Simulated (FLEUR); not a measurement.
# Equation of state of rock-salt ZrC (space group 225): energy against volume (FLEUR, LDA)

```
ZrC
1.0
    0.00000     2.25860     2.25860
    2.25860     0.00000     2.25860
    2.25860     2.25860     0.00000
Zr C
1 1
Direct
  0.00000   0.00000   0.00000
  0.50000   0.50000   0.50000
```

Method: FLEUR with LDA (Vosko-Wilk-Nusair), all-electron FLAPW (FLEUR), scalar-relativistic valence. Settings: Kmax = 4.9 1/bohr; GmaxXC = 17.2 1/bohr; xcFunctional = vwn; jspins = 1; l_soc = F; mode = hist; fermiSmearingEnergy = 0.00183747 Htr; mesh (inpgen div1-3) = 22 22 22; inpgen gamma flag = true; Gmax = 17.2 1/bohr; numbands = 0; maxIterBroyd = 99; imix = Anderson; alpha = 0.05; precondParam = 0; minDistance = 1e-05 me/bohr^3. The cell above is the first row's. The rows scale it uniformly. In all rows fractional positions and the k mesh are held. E is the free energy at the stated smearing, counted from the lowest row.

```
V (Å^3/atom)  E (meV/atom)
------------  ------------
11.522               67.91
11.772               36.30
12.023               15.12
12.273                3.30
12.524                0.00
12.774                4.39
13.025               15.71
13.275               33.32
13.526                   ?
```

Problem. Using the third-order Birch-Murnaghan form, a cubic in V^(-2/3), estimate the missing E at V = 13.526 from the other rows, showing the fit.

Solution. With u = V^(-2/3) - 0.187, the rows have u = 0.009026, 0.006241, 0.003542, 0.000946, -0.001574, -0.004001, -0.006360, -0.008635. Least squares gives E = 1.131 + 1708.01·u + 629843·u² + 53035·u³. Residuals (row less fit): 0.011, -0.036, 0.035, -0.010, -0.003, 0.014, -0.021, 0.009; standard error 0.029 (degrees of freedom: 4). Its minimum lies at u = -0.001356, so V0 = (0.185644)^(-3/2) = 12.50. There d²E/du² = 1259000 and d³E/du³ = 318200, so B0 = (4/9) × 12.50^(-7/3) × 1259000 × 0.160218 = 247 GPa (the last factor turns the table's units into GPa), and B0' = 4 + (2/3) × 0.185644 × (318200)/1259000 = 4.0. At the withheld row, u = -0.010848, so E = 1.131 + 1708.01 × (-0.010848) + 629843 × (-0.010848)² + 53035 × (-0.010848)³ = 56.654 meV/atom. The calculation gives 56.61 meV/atom, 0.044 meV/atom below the prediction (0.1 % of the range of E in the table). The row lies outside the fitted rows, so this is an extrapolation. From the scatter of the fitted rows alone, a prediction at this place has a standard error of 0.071 meV/atom, so the miss is 0.6 times that.

Carrying the step between the two nearest rows on in a straight line would have given 51.00, off by 5.61; series whose last step already gives the withheld value aren't shown. The scan was laid around a cell of about the measured size, scaled by a guess for this functional. The runs keep the symmetry of the cell, so they don't test it for distortions. Values depend on the basis (sphere radii, cutoffs, local orbitals), which need not be converged. Cutoffs and mesh are single choices, not tested for convergence of this quantity. Series with a scatter that would blur these digits, or in which a gap closes, are not shown. Nor are scans whose minimum lies at an end fitted in this form.
